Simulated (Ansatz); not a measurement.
# TaGe$_{2}$ in the fluorite structure (space group Fm-3m, No. 225; a hypothetical phase, not in the database extracts checked)

```yaml
crystal:
  lattice:
    - [0.00000, 3.13693, 3.13693]
    - [3.13693, 0.00000, 3.13693]
    - [3.13693, 3.13693, 0.00000]
  atoms:
    - { symbol: Ta, position: [0.00000, 0.00000, 0.00000] }
    - { symbol: Ge, position: [0.25000, 0.25000, 0.25000] }
    - { symbol: Ge, position: [0.75000, 0.75000, 0.75000] }
```

Level of theory: PBE/PAW in Ansatz (a program for electronic structure), without spin-orbit coupling. k-mesh 13×13×13 (Γ-centred); smearing 0.05 eV (Fermi–Dirac).

| Quantity | Result |
|---|---|
| Volume per atom | 20.58 Å³ |
| Density | 8.77 g/cm³ |
| Band gap | zero |
| Total energy | -6173.610 eV/atom (σ→0; compares only within this code and set-up) |

Whether these cells are dynamically stable was not tested. The final runs are not spin-polarised. An odd electron count without spin: TaGe2. TaGe2 has a high density of states at the Fermi level and may be magnetic at this level.
